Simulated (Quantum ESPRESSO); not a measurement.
**Energy against c/a at fixed volume: hcp Re (space group 194) (Quantum ESPRESSO, PBE)**

```xyz
2
Lattice="2.8131 0.0000 0.0000 -1.4066 2.4362 0.0000 0.0000 0.0000 4.3640" Properties=species:S:1:pos:R:3 pbc="T T T"
Re     1.4066     0.8121     3.2730
Re     0.0000     1.6242     1.0910
```

Method: PBE, GBRV 1.5 ultrasoft (PBE) pseudopotentials (plane waves; Quantum ESPRESSO). Settings: ecutwfc = 52 Ry; ecutrho = 416 Ry; occupations = smearing; smearing = fd; degauss = 0.0036749 Ry; potentials = {Re: re_pbe_v1.2.uspp.F.UPF}; K_POINTS = automatic 28 28 16 0 0 0; conv_thr = 1e-10 Ry. The cell above is the first row's. The rows change c/a at fixed volume. In all rows fractional positions and the k mesh are held. E is the free energy at the stated smearing, counted from the lowest row.

| c/a | E (meV/atom) |
|---|---|
| 1.5513 | ? |
| 1.5675 | 12.19 |
| 1.5836 | 5.39 |
| 1.5998 | 1.33 |
| 1.6159 | 0.00 |
| 1.6321 | 1.43 |
| 1.6483 | 5.64 |
| 1.6644 | 12.61 |
| 1.6806 | 22.26 |

Problem. Using a cubic, estimate the missing E at c/a = 1.5513 from the other rows, showing the fit.

Solution. With u = c/a - 1.62, the rows have u = -0.05250, -0.03640, -0.02020, -0.00410, 0.01210, 0.02830, 0.04440, 0.06060. Least squares gives E = 0.108 + 46.97·u + 5271.1·u² - 164·u³. Residuals (row less fit): -0.004, 0.000, 0.019, -0.004, -0.018, -0.015, 0.040, -0.015; standard error 0.026 (degrees of freedom: 4). The fitted curve has its minimum at c/a = 1.62, where E = 0.00. To one more digit the minimum is at c/a = 1.616; the ideal close-packed ratio is 1.633. At the withheld row, u = -0.06870, so E = 0.108 + 46.97 × (-0.06870) + 5271.1 × (-0.06870)² - 164 × (-0.06870)³ = 21.812 meV/atom. The calculation gives 21.74 meV/atom, 0.072 meV/atom below the prediction (0.3 % of the range of E in the table). The row lies outside the fitted rows, so this is an extrapolation. From the scatter of the fitted rows alone, a prediction at this place has a standard error of 0.070 meV/atom, so the miss is 1.0 times that.

Carrying the step between the two nearest rows on in a straight line would have given 19.03, off by 2.71; series whose last step already gives the withheld value aren't shown. The reference cell has the volume at which an earlier scan in this program and functional put its minimum by a fit; axis ratios and inner coordinates come from a measured-size cell. The runs keep the symmetry of the cell, so they don't test it for distortions. The best c/a moves a little with volume. Spin polarisation is off. Spin-orbit coupling is off. In metals such curves are sensitive to mesh and smearing. Cutoffs and mesh are single choices, not tested for convergence of this quantity. Series with a scatter that would blur these digits, or in which a gap closes, are not shown. Strain series were run only where this level's volume lies within 10 % of a first guess from the measured size.
